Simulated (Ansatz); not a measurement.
Formation energies of neutral defects against the elements (graphite for carbon, diatomic gases, S8), in silicon (eV), each at one geometry relaxed with PBE and evaluated in Ansatz (a first-principles code) with PBE, r2SCAN. Details: 64-site cell; 2×2×2 shifted k-points; charged states image-corrected; no spin–orbit coupling; no Hubbard U; energies good to tenths of an eV; flagged in the runs: for some of the defects a strain field that reaches the edge of the cell.

```tsv
defect	PBE	r2SCAN
Sc on the Si site	2.19	2.13
Fe on the Si site	1.94	2.62
Ti on the Si site	2.18	2.03
W on the Si site	3.65	3.58
Zr on the Si site	2.39	2.22
O on the Si site	-0.40	-0.30
Ta on the Si site	3.47	3.41
Bi on the Si site	1.78	1.78
S on the Si site	1.18	1.35
```

PBE less r2SCAN: over the 9 rows with both numbers (drawn at random from the settled rows of this host; unsettled states are left out), mean -0.05 eV, median 0.06 eV, mean size 0.16 eV, from -0.68 to 0.17 eV.
